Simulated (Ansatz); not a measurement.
Here is the system:

```
GaN
1.0
    3.15179     0.00000     0.00000
   -1.57589     2.72953     0.00000
    0.00000     0.00000     5.07668
Ga N
2 2
Direct
  0.33333   0.66667   0.99925
  0.66667   0.33333   0.49925
  0.33333   0.66667   0.37775
  0.66667   0.33333   0.87775
```

No spin polarisation.

The values are results of Kohn–Sham DFT with the LDA functional, run in Ansatz (an electronic-structure program) with PAW and 420 eV plane waves, no SOC, not measurements. k-mesh 12×12×7 (Γ-centred); smearing 0.05 eV (Fermi–Dirac).

What electron mass does the calculation give?

0.19 mₑ along z, 0.20 mₑ across (at Γ).

What space group does the calculation give?

P6_3mc (No. 186).

The levels and masses belong to the bands next to the band gap. The cells carry an imposed strain or load. Masses are band curvatures over ±0.01 Å⁻¹ around the edge. Stability against distortions was not tested. The cell was made from GaN in the wurtzite structure (space group P6_3mc, No. 186) by this change: uniaxial strain ε_zz = −1.20 %.
